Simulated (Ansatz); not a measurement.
How far PBE and r2SCAN part for CdS, pressure 3 GPa

Base system: CdS in the zinc blende structure (space group F-43m, No. 216; a = 5.9271 Å).

(Cell as relaxed with PBE.)

Levels (all Ansatz, a program for electronic structure, PAW, earlier PAW set): PBE (420 eV, without spin-orbit coupling); r2SCAN (500 eV, no spin-orbit coupling).

Each level relaxes its own structure.

| base | PBE | r2SCAN |
|---|---|---|
| volume per atom | 26.03 Å³ | 25.40 Å³ |
| lattice parameter a | 5.927 Å | 5.879 Å |
| band gap | 1.04 eV | 1.54 eV |

Now apply this change: a hydrostatic pressure of 3 GPa.

| quantity | PBE | r2SCAN |
|---|---|---|
| band gap | 1.15 eV | ? |
| lattice parameter a | 5.829 Å | ? |
| gap character | direct at Γ | ? |

Task: Predict the r2SCAN column.

Result: 
- band gap, r2SCAN: 1.64 eV
- lattice parameter a, r2SCAN: 5.792 Å
- gap character, r2SCAN: direct at Γ

PBE's band gap lies 0.49 eV below r2SCAN's; PBE's lattice parameter a lies 0.037 Å above r2SCAN's (0.6 %); the two agree on the gap character. Neither level is exact; r2SCAN is the comparison here, not a measurement.

Load acts through the strain it causes; cell and atoms are relaxed under it. Stability against distortions was not tested. Tetrahedral semiconductors of this kind turn to denser phases somewhere between about 1 and 50 GPa; those were not computed, so compressed cells here can lie past the real transition.
